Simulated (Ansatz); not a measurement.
Structures of equal composition on the (111)A surface of 3C silicon carbide (Si plane on top): (√3x√3)R30° Bi adatom at H3; (√3x√3)R30° Bi adatom at T4. The slabs share one bottom face, and each structure is named by its start. These are constructed structures in small cells; real faces may alloy, dewet or reconstruct in larger ones, and not all known structures of the face are among them. Slabs of about 10 Å with all that they carry, Fermi-Dirac smearing of 0.025 eV. Bottom of the slabs: H caps. Relaxed from the named starts with such symmetry as they have, on meshes of like density; energies extrapolated to zero smearing; no spin-orbit coupling, no U. Spin-polarised runs, if any, are marked in brackets, and their order is one that fits the cell; the others ran without spin. Where a second, spin-polarised start was run, the lower counts.

Host crystal: 3C silicon carbide, with a band gap (PBE, scalar-relativistic without spin-orbit coupling).

Computed with r2SCAN, at the PBE geometry (plane waves to 500 eV, PAW; Ansatz, a first-principles code).

Question: Rank these by energy per 1x1 cell (lowest first), as r2SCAN, at the PBE geometry gives it.

Answer: (√3x√3)R30° Bi adatom at T4 (0.000 eV, gap 1.96 eV on the mesh), (√3x√3)R30° Bi adatom at H3 (0.111 eV, gap 1.65 eV on the mesh)
